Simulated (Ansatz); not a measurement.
Consider ZrS₂ in the CdI2 type structure (space group P-3m1, No. 164; a = 3.6743 Å, c = 5.8603 Å; layered, stacked along the Cartesian z axis).

Computed with Ansatz (a first-principles code), r2SCAN+rVV10, PAW, cutoff 500 eV, no spin-orbit coupling.

Perturbation: every lattice vector is shortened by 2.39 %; the atoms relax in the strained cell.

Question: Predict the new largest internal atomic displacement and energy relative to the base.

Answer: The largest internal atomic displacement amounts to 0.067 Å; the energy rises by 18 meV/atom.

Stability against distortions was not tested.
